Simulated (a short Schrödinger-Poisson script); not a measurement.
# MOS inversion layer, SiO2 on p-type Si(100)

Stack: MOS inversion layer, SiO2 on p-type Si(100), at 300 K.

| layer | material | thickness (nm) | Na (cm⁻³) |
|---|---|---|---|
| 1 | SiO2 | 1.3 | - |
| 2 | Si | 1000 | 1.7e17 |

The device is made up for the run: typed textbook-type constants, with dimensions and the other settings drawn at random. SiO2: permittivity 3.9, conduction-band edge (eV) 3.15, gap (eV) 9, electron mass (mₑ) 0.5. Si: permittivity 11.7, conduction-band edge (eV) 0, gap (eV) 1.124, Nv at 300 K (cm⁻³) 3.1e19.

Channel valleys (confinement mass, in-plane density-of-states mass, number): Δ2 0.916, 0.19, 2; Δ4 0.19, 0.417, 4. At the gate the conduction-band edge of layer 1 lies 3.35 eV − eVg above the Fermi level of the channel; the field vanishes at the back. Gaps are held at their typed values at every temperature. Mesh 0.03 nm at interfaces.

Solved with a short Schrödinger-Poisson script written for these runs: 1D Poisson equation in equilibrium, electrons quantum, Hartree (BenDaniel-Duke, 12 states a valley, the channel's in-plane mass for all, wave functions ending at the dielectric), parabolic valleys, classical holes, full ionisation, no traps, pinning or gate leakage.

| Vg (V) | electrons (cm⁻²) | C (μF/cm²) | Δ2 E0 (meV) | Δ2 E1 (meV) | Δ4 E0 (meV) | Δ4 E1 (meV) |
|---|---|---|---|---|---|---|
| 0 | 2.61e7 | 0.136 | 331.4 | 373.2 | 369.9 | 439.0 |
| 0.05 | 1.52e8 | 0.132 | 285.2 | 328.1 | 324.7 | 395.5 |
| 0.1 | 8.88e8 | 0.132 | 238.9 | 282.8 | 279.4 | 351.8 |
| 0.15 | 5.16e9 | 0.151 | 192.9 | 237.6 | 234.1 | 308.2 |
| 0.2 | 2.84e10 | 0.260 | 148.2 | 194.0 | 190.4 | 266.1 |
| 0.25 | 1.25e11 | 0.595 | 109.0 | 156.3 | 152.7 | 230.0 |
| 0.3 | 3.57e11 | 1.02 | 80.4 | 129.9 | 126.3 | 205.3 |
| 0.35 | 7.12e11 | 1.31 | 60.7 | 113.1 | 109.5 | 190.3 |
| 0.4 | 1.14e12 | 1.49 | 46.5 | 102.0 | 98.4 | 180.9 |
| 0.45 | 1.62e12 | 1.61 | 35.5 | 94.0 | 90.5 | 174.6 |
| 0.5 | 2.13e12 | 1.69 | 26.4 | 88.0 | 84.5 | 170.0 |
| 0.55 | 2.67e12 | 1.75 | 18.6 | 83.2 | 79.7 | 166.6 |
| 0.6 | 3.22e12 | 1.80 | 11.7 | 79.2 | 75.8 | 163.9 |
| 0.65 | 3.79e12 | 1.84 | 5.5 | 75.9 | 72.5 | 161.7 |
| 0.7 | 4.37e12 | 1.87 | -0.1 | 73.0 | 69.6 | 159.9 |
| 0.75 | 4.95e12 | 1.90 | -5.4 | 70.4 | 67.1 | 158.3 |
| 0.8 | 5.55e12 | 1.92 | -10.3 | 68.1 | 64.8 | 157.0 |
| 0.85 | 6.15e12 | 1.94 | -15.0 | 66.0 | 62.7 | 155.8 |
| 0.9 | 6.76e12 | 1.96 | -19.5 | 64.0 | 60.8 | 154.8 |
| 0.95 | 7.38e12 | 1.98 | -23.8 | 62.2 | 59.1 | 153.8 |
| 1 | 7.99e12 | 1.99 | -27.9 | 60.5 | 57.4 | 153.0 |

Subbands count from the Fermi level.
